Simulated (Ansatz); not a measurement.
The structure below was relaxed with r2SCAN, PAW, 500 eV (Ansatz, a program for electronic structure; spin-orbit coupling left out).

Space group P-3m1 (No. 164); a = b = 7.725 Å, c = 4.780 Å, α = β = 90.00°, γ = 120.00°

```tsv
atom	site	symmetry	x	y	z
K	2d	3m.	0.6667	0.3333	0.3354
Rb	1a	-3m.	0.0000	0.0000	0.0000
```

**Question.** Write out a cell with all atoms.

**Answer.** 
```cif
data_K2Rb
_chemical_formula_sum 'K2 Rb1'
_space_group_name_H-M_alt 'P 1'
_space_group_IT_number 1
_cell_length_a 7.72548
_cell_length_b 7.72548
_cell_length_c 4.77993
_cell_angle_alpha 90.000
_cell_angle_beta 90.000
_cell_angle_gamma 120.000
loop_
_space_group_symop_operation_xyz
  'x, y, z'
loop_
_atom_site_label
_atom_site_type_symbol
_atom_site_fract_x
_atom_site_fract_y
_atom_site_fract_z
_atom_site_occupancy
K1 K 0.33333 0.66667 0.66463 1
K2 K 0.66667 0.33333 0.33537 1
Rb1 Rb 0.00000 0.00000 0.00000 1
```
This is the conventional cell.

Each cell is one ordered arrangement of few atoms, which overstates ordering effects compared with a random alloy. Stability against distortions was not tested. The cell was made from K by this change: x(Rb) = 0.333, 3 atoms, P-3m1.
